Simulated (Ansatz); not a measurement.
PtAs$_{2}$ (space group Pa-3, No. 205)

```yaml
crystal:
  lattice:
    - [6.05845, 0.00000, 0.00000]
    - [0.00000, 6.05845, 0.00000]
    - [0.00000, 0.00000, 6.05845]
  atoms:
    - { symbol: As, position: [0.38338, 0.38338, 0.38338] }
    - { symbol: As, position: [0.61662, 0.61662, 0.61662] }
    - { symbol: As, position: [0.11662, 0.61662, 0.88338] }
    - { symbol: As, position: [0.88338, 0.38338, 0.11662] }
    - { symbol: As, position: [0.88338, 0.11662, 0.61662] }
    - { symbol: As, position: [0.11662, 0.88338, 0.38338] }
    - { symbol: As, position: [0.61662, 0.88338, 0.11662] }
    - { symbol: As, position: [0.38338, 0.11662, 0.88338] }
    - { symbol: Pt, position: [0.00000, 0.00000, 0.00000] }
    - { symbol: Pt, position: [0.50000, 0.00000, 0.50000] }
    - { symbol: Pt, position: [0.50000, 0.50000, 0.00000] }
    - { symbol: Pt, position: [0.00000, 0.50000, 0.50000] }
```

All numbers come from PBE/PAW in Ansatz (an electronic-structure program), scalar-relativistic without spin-orbit coupling, earlier PAW set. Γ-centred 5×5×5 mesh, Fermi–Dirac width 0.05 eV.

Volume per atom: 18.53 Å³
Density: 10.30 g/cm³
Band gap: 0.11 eV (uncertain: the edges found on the path are not clean extrema)
Total energy: -7412.848 eV/atom (σ→0; compares only within this code and set-up)

Spin-orbit coupling, missing from the scalar runs, can matter with Pt. Whether these cells are dynamically stable was not tested. A zero or small gap of PtAs2 can be the functional's error rather than a property of the material.
